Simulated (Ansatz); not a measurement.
Start from TiS2 in the CdI2 type structure (space group P-3m1, No. 164; a = 3.361 Å, c = 5.522 Å; layered, stacked along the Cartesian z axis).

Method: PBE-D3(BJ), PAW, 420 eV (Ansatz, an electronic-structure program; no spin-orbit coupling).

Before the change:

The In-plane lattice parameter a comes out as 3.361 Å.

Modification: a free-standing slab of 3 layers (9 atoms, 3 a layer) is cut normal to the stacking axis, with 15 Å of vacuum and the in-plane cell relaxed.

Q: Predict the new thickness between the outermost nuclei, excess energy per area of both faces and in-plane lattice parameter a.

A: The thickness between the outermost nuclei is 13.99 Å; the excess energy per area of both faces (slab less bulk energy over the cell's area: twice a surface energy) is 0.6 J/m² (uncertain by up to 0.1 J/m²); the in-plane lattice parameter a grows by 0.0028 Å (3.361 Å → 3.363 Å).

The excess energy carries the mismatch between the slab's and the bulk's meshes. Stability against distortions was not tested. The base started in P3m1 and relaxed to P-3m1 at this level. All final runs are without spin polarisation.
